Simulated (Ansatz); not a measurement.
# A computed series for Rh: pressure series

The reference is Rh in the fcc (Cu type) structure (space group Fm-3m, No. 225; a = 3.754 Å).

Cell and atoms are relaxed at each pressure.

Computed with Kohn–Sham DFT with the LDA functional, run in Ansatz (a first-principles code) with PAW and 420 eV plane waves, without spin-orbit coupling.

```csv
pressure (GPa),volume per atom (Å³/atom)
-2,13.308
-1,13.265
0,13.223
0.9,13.186
2.1,13.137
4.5,13.043
15,12.674
22.5,?
30,12.235
```

### Question
Fit the third-order Birch–Murnaghan form P(V) = (3B₀/2)[(V₀/V)^(7/3) − (V₀/V)^(5/3)]·[1 + (3/4)(B₀′ − 4)((V₀/V)^(2/3) − 1)] (squares taken in P) to the rows shown and predict the withheld row.

### Answer
Least squares on the printed values gives V₀ = 13.223 Å³/atom, B₀ = 318 GPa, B₀′ = 5.0; this predicts 12.443 Å³/atom, and the run gives 12.444 Å³/atom, in agreement.

Measured bulk modulus of Rh: 271 GPa (static lattice; corrected from measurement; as listed in H. Levämäki et al., Physical Review B (2014)); the computed value is 17 % above it.

Load acts through the strain it causes; cell and atoms are relaxed under it. Whether these cells are dynamically stable was not tested. Competing high-pressure phases were not computed. The final runs are not spin-polarised.
